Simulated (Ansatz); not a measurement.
**AlN under a change: biaxial strain +1.80 %, plane normal [001], relaxed out of plane**

The reference is AlN in the wurtzite structure (space group P6_3mc, No. 186; a = 3.130 Å, c = 5.018 Å). Axes: x lies along a and z along c of the hexagonal cell.

The change: tensile biaxial strain of 1.80 % in the plane normal to [001], as in epitaxy on a mismatched substrate; the out-of-plane cell vector and the atoms relax.

Calculations: PBE (Ansatz, a program for electronic structure; PAW; 420 eV plane waves; without spin-orbit coupling). k-mesh 12×12×7 (Γ-centred); smearing 0.05 eV (Fermi–Dirac).

Volume per atom: 10.92 Å³ (base 10.65 Å³)
Space group: P6_3mc (No. 186) (base P6_3mc (No. 186))
Shortest interatomic distance: 1.919 Å (base 1.902 Å)
Pressure (mean of the normal stresses, compression positive): -4.96 GPa (base 0.00 GPa)
Band gap: 3.68 eV (base 4.03 eV)
Gap character: direct at Γ (base direct at Γ)
Width of the top valence band: 2.41 eV (base 2.34 eV)
Electron mass: 0.28 mₑ (at Γ)
Valence-band top at Γ (three highest levels, from the VBM): 0.00, -0.41, -0.41 eV (base 0.00, -0.20, -0.20 eV)
Out-of-plane strain: -1.04 %
Ratio −ε⊥/ε∥: 0.58
Mean in-plane stress (compression positive): -7.4 GPa

Final structure (turned so that z lies along the plane normal):

```xyz
4
Lattice="3.1866 0.0000 0.0000 1.5933 2.7597 0.0000 0.0000 0.0000 4.9659" Properties=species:S:1:pos:R:3 pbc="T T T"
Al     1.5933     0.9199    -0.0110
Al     3.1866     1.8398     2.4719
N      1.5933     0.9199     1.9080
N      3.1866     1.8398     4.3909
```

Effective masses come from finite differences of ±0.01 Å⁻¹. Stability against distortions was not tested.
